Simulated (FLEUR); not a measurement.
**Equation of state of diamond-structure Si (space group 227): energy against volume (FLEUR, PBE)**

```
CELL_PARAMETERS angstrom
      0.00000     2.66722     2.66722
      2.66722     0.00000     2.66722
      2.66722     2.66722     0.00000
ATOMIC_POSITIONS crystal
  Si 0.50000 0.50000 0.50000
  Si 0.75000 0.75000 0.75000
```

Computed with PBE, all-electron FLAPW (FLEUR), scalar-relativistic valence (FLEUR). Settings: Kmax = 4.56 1/bohr; GmaxXC = 18.2 1/bohr; xcFunctional = pbe; jspins = 1; l_soc = F; mode = hist; fermiSmearingEnergy = 0.00036749 Htr; mesh (inpgen div1-3) = 10 10 10; inpgen gamma flag = true; Gmax = 18.2 1/bohr; numbands = 0; maxIterBroyd = 25; imix = Anderson; alpha = 0.05; precondParam = 0; minDistance = 1e-05 me/bohr^3. The cell above is the first row's. The rows scale it uniformly. In all rows fractional positions and the k mesh are held. E is the free energy at the stated smearing, counted from the lowest row.

```csv
V (Å^3/atom),E (meV/atom)
18.975,?
19.387,16.81
19.800,5.93
20.212,0.51
20.625,0.00
21.037,3.91
21.450,11.77
21.862,23.19
22.275,37.80
```

Question: Using the third-order Birch-Murnaghan form, a cubic in V^(-2/3), estimate the missing E at V = 18.975 from the other rows, showing the fit.

Answer: With u = V^(-2/3) - 0.132, the rows have u = 0.006567, 0.004633, 0.002770, 0.000965, -0.000777, -0.002467, -0.004099, -0.005685. Least squares gives E = 1.637 - 2371.4·u + 707122·u² + 904404·u³. Residuals (row less fit): -0.005, 0.012, -0.003, -0.008, 0.004, -0.007, 0.014, -0.006; standard error 0.012 (degrees of freedom: 4). Its minimum lies at u = 0.001671, so V0 = (0.133671)^(-3/2) = 20.46. There d²E/du² = 1423000 and d³E/du³ = 5426000, so B0 = (4/9) × 20.46^(-7/3) × 1423000 × 0.160218 = 88.5 GPa (the last factor turns the table's units into GPa), and B0' = 4 + (2/3) × 0.133671 × (5426000)/1423000 = 4.3. At the withheld row, u = 0.008566, so E = 1.637 - 2371.4 × 0.008566 + 707122 × 0.008566² + 904404 × 0.008566³ = 33.778 meV/atom. The calculation gives 33.77 meV/atom, 0.008 meV/atom below the prediction (under 0.05 % of the range of E in the table). The row lies outside the fitted rows, so this is an extrapolation. From the scatter of the fitted rows alone, a prediction at this place has a standard error of 0.034 meV/atom, so the miss is 0.2 times that.

Carrying the step between the two nearest rows on in a straight line would have given 27.66, off by 6.11; series whose last step already gives the withheld value aren't shown. The scan was laid around a cell of about the measured size, scaled by a guess for this functional. The runs keep the symmetry of the cell, so they don't test it for distortions. Values depend on the basis (sphere radii, cutoffs, local orbitals), which need not be converged. Cutoffs and mesh are single choices, not tested for convergence of this quantity. Series with a scatter that would blur these digits, or in which a gap closes, are not shown. Nor are scans whose minimum lies at an end fitted in this form.
